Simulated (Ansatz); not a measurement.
BAs under load (space group Imm2), r2SCAN with spin-orbit coupling, rigid bands (Ansatz, a quantum-chemistry and plane-wave program). Condition of this run: uniaxial stress along [110] of 3.2 GPa (compression positive) (the target of the relaxation). Band gap 1.21 eV, N_c = 2.28e19 cm⁻³ and N_v = 4.90e18 cm⁻³ at 300 K, conductivity masses along x (a = (-0.01, 2.37, 2.39) Å; b = (2.37, -0.01, 2.39) Å; c = (2.36, 2.36, 0.00) Å) of 0.358 mₑ (electrons) and 0.287 mₑ (holes). Take k_BT = 0.02585 eV.

Q: What built-in voltage has an abrupt junction with N_A = 1e16 and N_D = 1e18 cm⁻³, all dopants ionised?

A: V_bi = E_g/e − (k_BT/e) ln(N_c N_v/(N_A N_D)) = 1.21 − 0.02585 × 9.32 = 0.97 V, for the computed gap.

Q: Find the intrinsic carrier density and the intrinsic Fermi level.

A: n_i = √(N_c N_v) exp(−E_g/2k_BT) = 1.06e19 × exp(−23.40) = 7.3e8 cm⁻³. The level lies (k_BT/2) ln(N_v/N_c) = -20 meV from mid-gap (positive towards the conduction band). Each 0.1 eV added to the gap lowers n_i by a factor of 6.9.

Q: What thermal injection velocity √(2k_BT/πm) limits a ballistic channel along the direction named?

A: 8.99e6 cm/s for electrons and 1.00e7 cm/s for holes, a ratio of √(m_h/m_e) = 0.895, for dilute carriers.

Rigid bands with the computed gap; masses take one relaxation time for all states. Geometry: cell and atoms relaxed with PBEsol.
